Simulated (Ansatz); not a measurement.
# Pressure series in hypothetical fluorite BeBr2

The parent structure is BeBr2 in the fluorite structure (space group Fm-3m, No. 225; a hypothetical phase, not in the database extracts checked).

```cif
data_Be4Br8
_chemical_formula_sum 'Be4 Br8'
_space_group_name_H-M_alt 'Fm-3m'
_space_group_IT_number 225
_space_group_name_Hall '-F 4 2 3'
_cell_length_a 6.48477
_cell_length_b 6.48477
_cell_length_c 6.48477
_cell_angle_alpha 90.000
_cell_angle_beta 90.000
_cell_angle_gamma 90.000
loop_
_atom_site_label
_atom_site_type_symbol
_atom_site_symmetry_multiplicity
_atom_site_Wyckoff_symbol
_atom_site_fract_x
_atom_site_fract_y
_atom_site_fract_z
_atom_site_occupancy
Be1 Be 4 a 0.00000 0.00000 0.00000 1
Br1 Br 8 c 0.25000 0.25000 0.25000 1
```
(The calculation used a cell of 3 atoms; values per cell refer to that cell.)

Cell and atoms are relaxed at each pressure.

Levels (all Ansatz, a quantum-chemistry and plane-wave program, PAW): PBE (420 eV, no spin-orbit coupling); PBEsol (420 eV, no SOC).

The base cell above is that of PBE; each level relaxes its own structures.

```csv
case,"lattice parameter a, PBE","lattice parameter a, PBEsol"
pressure −2 GPa,6.586 Å,6.480 Å
pressure −1 GPa,6.533 Å,(withheld)
pressure 1.8 GPa,6.410 Å,6.327 Å
pressure 4.2 GPa,6.326 Å,6.251 Å
pressure 9 GPa,6.193 Å,(withheld)
pressure 18 GPa,6.010 Å,(withheld)
pressure 30 GPa,5.830 Å,(withheld)
pressure 45 GPa,5.648 Å,5.599 Å
pressure 60 GPa,5.504 Å,5.458 Å
```

Question: Complete the table.

Answer: 
- pressure −1 GPa, lattice parameter a, PBEsol: 6.435 Å
- pressure 9 GPa, lattice parameter a, PBEsol: 6.129 Å
- pressure 18 GPa, lattice parameter a, PBEsol: 5.955 Å
- pressure 30 GPa, lattice parameter a, PBEsol: 5.775 Å

PBE lies above PBEsol in every row, by 0.047 Å to 0.106 Å. They put the cases in the same order.

A case with no gap was solved on a k-mesh chosen for an insulator, which is coarse for it. Load acts through the strain it causes; cell and atoms are relaxed under it. Whether these cells are dynamically stable was not tested. Competing high-pressure phases were not computed. The final runs are not spin-polarised.
